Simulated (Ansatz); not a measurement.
# K₂PdCl₄ (space group P4/mmm, No. 123)

Space group P4/mmm (No. 123); a = b = 6.9952 Å, c = 4.0889 Å, α = β = γ = 90.00°

```csv
atom,site,symmetry,x,y,z
K,2e,mmm.,0.0000,0.5000,0.5000
Pd,1a,4/mmm,0.0000,0.0000,0.0000
Cl,4j,m.2m,0.2319,0.2319,0.0000
```

Level of theory: plane-wave PAW DFT at the PBEsol level (Ansatz, a first-principles code, 420 eV), no spin-orbit coupling. Settings: 5×5×8 k-points, 0.05 eV Fermi–Dirac smearing.

```yaml
volume_per_atom: 28.58 Å³
density: 2.71 g/cm³
band_gap: 1.53 eV, indirect, A → M
Lowest conduction-band minima above the VBM: M (1/2, 1/2, 0) 1.53 eV
total_energy: -2027.371 eV/atom (σ→0; compares only within this code and set-up)
```

Whether these cells are dynamically stable was not tested.
